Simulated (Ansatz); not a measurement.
# Effect of uniaxial strain ε_yy = +1.10 % on InSb

Take InSb in the zinc blende structure (space group F-43m, No. 216; a = 6.5559 Å) as the base. Axes: x, y, z lie along the cube axes.

It is then changed as follows: uniaxial strain ε_yy = +1.10 %, all other strain components held at zero; the atoms relax in the strained cell.

Method: r2SCAN (Ansatz, a first-principles code), no spin-orbit coupling. Settings: 12×12×12 k-points, 0.05 eV Fermi–Dirac smearing.

| quantity | base | changed | shift |
|---|---|---|---|
| space group | F-43m (No. 216) | I-4m2 (No. 119) | – |
| shortest interatomic distance | 283.9 pm | 284.9 pm | +1.0 pm |
| energy relative to the base (free energy F) | 0 meV/atom | +0.8 meV/atom | +0.8 meV/atom |
| pressure (mean of the normal stresses, compression positive) | 0.0 GPa | -0.5 GPa | -0.5 GPa |
| band gap | zero | zero | – |
| stress (xx, yy, zz, yz, xz, xy; compression positive) (rough) | – | (-0.3, -0.7, -0.3, 0.0, 0.0, 0.0) GPa | – |

Final structure:

```
CELL_PARAMETERS angstrom
      0.00000     3.31402     3.27796
      3.27796     0.00000     3.27796
      3.27796     3.31402     0.00000
ATOMIC_POSITIONS crystal
  Sb 0.75000 0.75000 0.75000
  In 0.00000 0.00000 0.00000
```

Without a gap, meshes like the base's 12×12×12 leave anisotropic stresses uncertain by several tenths of a GPa, and small strain energies with them. With Sb present, leaving out spin-orbit coupling can change the band edges. No phonon test of stability was made. The final runs are not spin-polarised. Gaps under 0.05 eV, about the width of the smearing, are given as zero. A zero or small gap of InSb can be the functional's error rather than a property of the material.
